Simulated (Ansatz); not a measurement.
tetragonal MoSi2 (1 1 0) on silicon (0 0 1), B on 6 of 6 substrate sites at each interface (film strained to the substrate, started from cuts of the bulks and a machine-learned relaxation; slabs Si60B12 and Mo20Si40, which can lie off the formulas)

A periodic stack without vacuum, tetragonal MoSi2 (1 1 0) on silicon (0 0 1), B on 6 of 6 substrate sites at each interface (film strained to the substrate, started from cuts of the bulks and a machine-learned relaxation; slabs Si60B12 and Mo20Si40, which can lie off the formulas): substrate slab Si60B12, film Mo20Si40, surface cells [[2, 0], [2, 3]] and [[2, 1], [-1, 2]], film strained by -1.7 and +2.0 %, outermost planes Si/Si and MoSi/MoSi as cut, which need not be the usual terminations and can put a slab off its formula.

The start was prepared with a machine-learned potential, and the result is one local minimum, with the in-plane cell held and forces under 0.04 eV/Å; the film can end far from its bulk form.

Computed with PBE (plane waves to 420 eV, PAW; Ansatz, a first-principles code). Scalar-relativistic, without spin–orbit coupling; the runs are not spin-polarised; PBE gaps are too small against experiment. Its k-point mesh 4×3×1, Fermi–Dirac width 0.05 eV.

| Item | Result |
|---|---|
| interface area | 89.8 Å² |
| period | 24.14 Å |
| heights between the nearest atoms of the two slabs at the two interfaces | 0.94 and 0.95 Å |
| B–Si contacts across the interfaces within 1.22 times the sum of covalent radii | 20, mean 2.12 Å |
| B–Mo contacts across the interfaces within 1.22 times the sum of covalent radii | 16, mean 2.39 Å |
| Mo–Si contacts across the interfaces within 1.22 times the sum of covalent radii | 10, mean 2.81 Å |
| Si–Si contacts across the interfaces within 1.22 times the sum of covalent radii | 2, mean 2.69 Å |
| estimate of the barrier | withheld, since the Fermi level falls at or inside a band of the host, which a slab this thin can't settle |

```
CELL_PARAMETERS angstrom
      7.73427    -0.00010     0.15448
     -3.86731    11.60366    -0.05991
      3.37097     0.35622    24.21716
ATOMIC_POSITIONS crystal
  Si 0.94310 0.97237 0.07918
  Si 0.48677 0.98560 0.06657
  Si 0.14206 0.31437 0.06680
  Si 0.62655 0.34145 0.07595
  Si 0.32821 0.66670 0.07022
  Si 0.80909 0.67477 0.08054
  B  0.13931 0.94570 0.02134
  B  0.69977 0.90760 0.04670
  B  0.41164 0.34989 0.03650
  B  0.82460 0.32711 0.01746
  B  0.63097 0.74589 0.04593
  B  0.06720 0.68517 0.03727
  Si 0.74042 0.15720 0.18346
  Si 0.24316 0.15285 0.18331
  Si 0.91826 0.49239 0.18592
  Si 0.40020 0.48922 0.18636
  Si 0.07538 0.82342 0.19432
  Si 0.55200 0.82253 0.18981
  Si 0.01677 0.14988 0.12775
  Si 0.52157 0.15447 0.12457
  Si 0.19023 0.48906 0.12395
  Si 0.69056 0.50122 0.13430
  Si 0.33630 0.82733 0.12975
  Si 0.84291 0.82310 0.14510
  Si 0.84828 0.99065 0.29937
  Si 0.34831 0.98964 0.30269
  Si 0.01521 0.31659 0.29937
  Si 0.51698 0.31570 0.29757
  Si 0.17598 0.65022 0.30491
  Si 0.67809 0.65205 0.29886
  Si 0.13162 0.99315 0.24564
  Si 0.62230 0.99150 0.24353
  Si 0.29420 0.31742 0.24132
  Si 0.79901 0.32046 0.24122
  Si 0.44743 0.65242 0.24499
  Si 0.96224 0.65121 0.24649
  Si 0.62363 0.14795 0.41675
  Si 0.12563 0.15090 0.41591
  Si 0.77679 0.47830 0.41259
  Si 0.29233 0.47680 0.41121
  Si 0.94979 0.81865 0.41402
  Si 0.46254 0.81952 0.41183
  Si 0.90254 0.15167 0.35886
  Si 0.40529 0.15279 0.35927
  Si 0.06147 0.47836 0.35853
  Si 0.56668 0.48066 0.35308
  Si 0.23251 0.81965 0.35870
  Si 0.73788 0.82028 0.35416
  Si 0.72883 0.97478 0.53256
  Si 0.22764 0.97053 0.52884
  Si 0.90497 0.32264 0.52425
  Si 0.39341 0.30837 0.53446
  Si 0.06976 0.64357 0.51225
  Si 0.54717 0.64638 0.52757
  Si 0.00807 0.98214 0.47319
  Si 0.51197 0.97696 0.47341
  Si 0.18512 0.31634 0.47273
  Si 0.66813 0.31377 0.47250
  Si 0.35238 0.64607 0.46300
  Si 0.82472 0.64549 0.46748
  B  0.52679 0.16444 0.62112
  B  0.92115 0.14033 0.64004
  B  0.75342 0.56128 0.61177
  B  0.18131 0.49897 0.62117
  B  0.82634 0.72342 0.61049
  B  0.23775 0.75824 0.63553
  Si 0.78213 0.15810 0.58182
  Si 0.28760 0.12937 0.59095
  Si 0.96822 0.49237 0.57793
  Si 0.47542 0.48242 0.58788
  Si 0.10226 0.78949 0.57746
  Si 0.63373 0.80154 0.59026
  Mo 0.68031 0.24509 0.68750
  Mo 0.88040 0.64514 0.68899
  Mo 0.07729 0.05067 0.68918
  Mo 0.28421 0.44843 0.68895
  Mo 0.47231 0.83901 0.68891
  Mo 0.53150 0.04293 0.78050
  Mo 0.73024 0.44147 0.78253
  Mo 0.92977 0.84102 0.78124
  Mo 0.13142 0.24430 0.78205
  Mo 0.32739 0.63983 0.78220
  Mo 0.37936 0.83726 0.87465
  Mo 0.58216 0.23907 0.87651
  Mo 0.78145 0.63903 0.87621
  Mo 0.98208 0.03826 0.87503
  Mo 0.18294 0.44132 0.87663
  Mo 0.23982 0.63971 0.96929
  Mo 0.42812 0.02977 0.96779
  Mo 0.63511 0.43605 0.97050
  Mo 0.83643 0.83635 0.96833
  Mo 0.03328 0.24110 0.96830
  Si 0.03014 0.26294 0.68942
  Si 0.20885 0.63366 0.68854
  Si 0.41363 0.03668 0.68375
  Si 0.61858 0.44400 0.68161
  Si 0.82119 0.84376 0.67914
  Si 0.93690 0.44050 0.68778
  Si 0.14399 0.86276 0.68881
  Si 0.35108 0.24849 0.68436
  Si 0.54573 0.64702 0.69173
  Si 0.73120 0.02105 0.68851
  Si 0.86571 0.04256 0.78043
  Si 0.06442 0.44218 0.78343
  Si 0.26306 0.84169 0.78115
  Si 0.46635 0.24243 0.77957
  Si 0.66638 0.64094 0.78204
  Si 0.79622 0.24140 0.78207
  Si 0.99493 0.64186 0.78188
  Si 0.19708 0.04467 0.78100
  Si 0.39878 0.44201 0.78299
  Si 0.59600 0.83935 0.78036
  Si 0.71788 0.83891 0.87539
  Si 0.91745 0.23922 0.87643
  Si 0.11543 0.63898 0.87552
  Si 0.31522 0.03883 0.87499
  Si 0.51581 0.43867 0.87866
  Si 0.64660 0.03620 0.87582
  Si 0.84699 0.43843 0.87633
  Si 0.04689 0.83942 0.87501
  Si 0.24924 0.24138 0.87713
  Si 0.45050 0.63903 0.87539
  Si 0.56692 0.63445 0.97593
  Si 0.76695 0.03398 0.97818
  Si 0.98648 0.45384 0.96905
  Si 0.16390 0.82428 0.96858
  Si 0.36355 0.22623 0.97387
  Si 0.50442 0.83840 0.96564
  Si 0.68711 0.21190 0.96823
  Si 0.89112 0.63169 0.97102
  Si 0.09982 0.05301 0.96753
  Si 0.30238 0.43902 0.97399
```
